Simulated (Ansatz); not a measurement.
## Cu on the Si site + 1 H in silicon

Calculation: PBE, PAW (plane waves to 420 eV; Ansatz, an electronic-structure program). The supercell holds 64 host sites (2×2×2 repeats of the unit cell), with a 2×2×2 shifted k-point sampling for the final energies. Sites at the start: the Si site; H at the bond centre. Energies of charged states are corrected for periodic images (point charge plus alignment at distant sites). Dielectric constants: PBE linear response of the host. Host gap at this level: 0.61 eV. These values are not converged in cell size to better than tenths of an eV. PBE underestimates the host's gap, which shifts levels and can delocalise carriers. Spin–orbit coupling is left out, and no Hubbard U is applied to the open shells. Each state is the lowest found from its start.

Formation energies E_f are given with the Fermi level at the valence-band maximum. Chemical conditions: host crystal and elements as references (Δμ(Si) = 0.00 eV, Δμ(Cu) = 0.00 eV, Δμ(H) = 0.00 eV; Cu taken from its element, since no compound that bounds it was computed at this level; H taken from its element, since no compound that bounds it was computed at this level; only phases computed here count, gases as isolated molecules at 0 K). Reference phases: Cu: fcc Cu, H: H2 molecule in a box, Si: silicon.

```csv
charge,moment (μB),largest move off a lattice site (Å),image correction with alignment (eV),"E_f, host crystal and elements as references (eV)",above the lowest spin state (eV)
+1†,quenched,0.21,0.11,–,0.00
+1†,quenched,0.21,0.11,–,0.00
0†,not spin-polarised,0.15,0.00,2.07,0.00
0†,0.0,0.15,0.00,2.07,0.00
−1†,quenched,0.11,0.10,–,0.00
```

† Not settled in this cell, so no level is given: charge +1: a level filled in part, carriers not clearly localised, level within 0.1 eV of a band edge or past it; charge 0: carriers not clearly localised; charge −1: a level filled in part.

Starting moments that weren't kept: charge +1 began with 3 μB and ended with 0.0; charge +1 began with 1 μB and ended with 0.0; charge 0 began with 2 μB and ended with 0.0; charge −1 began with 1 μB and ended with 0.0.

No other site or start that was run ended lower by more than 0.1 eV.
